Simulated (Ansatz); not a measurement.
Pressure series in hypothetical rutile WSe2

The reference is WSe$_{2}$ in the rutile structure (space group P4_2/mnm, No. 136; a hypothetical phase, not in the database extracts checked).

```yaml
crystal:
  lattice:
    - [6.15069, 0.00000, 0.00000]
    - [0.00000, 6.15069, 0.00000]
    - [0.00000, 0.00000, 3.31088]
  atoms:
    - { symbol: W, position: [0.50000, 0.50000, 0.50000] }
    - { symbol: W, position: [0.00000, 0.00000, 0.00000] }
    - { symbol: Se, position: [0.78464, 0.78464, 0.50000] }
    - { symbol: Se, position: [0.28464, 0.71536, 0.00000] }
    - { symbol: Se, position: [0.71536, 0.28464, 0.00000] }
    - { symbol: Se, position: [0.21536, 0.21536, 0.50000] }
```

Cell and atoms are relaxed at each pressure.

The values are results of PBEsol (Ansatz, an electronic-structure program, PAW, without spin-orbit coupling), earlier PAW set, not measurements.

| case | c/a ratio | lattice parameter a |
|---|---|---|
| base | 0.538 | 11.623 bohr |
| pressure 0.9 GPa | 0.537 | 11.603 bohr |
| pressure 2.1 GPa | 0.536 | 11.578 bohr |
| pressure 4.5 GPa | 0.533 | 11.530 bohr |
| pressure 9 GPa | 0.529 | 11.448 bohr |
| pressure 15 GPa | 0.524 | 11.354 bohr |
| pressure 22.5 GPa | 0.519 | 11.252 bohr |
| pressure 30 GPa | 0.514 | 11.172 bohr |

Load acts through the strain it causes; cell and atoms are relaxed under it. No phonon test of stability was made. No other phases were tried under pressure. The final runs are not spin-polarised. WSe2 has a high density of states at the Fermi level and may be magnetic at this level.
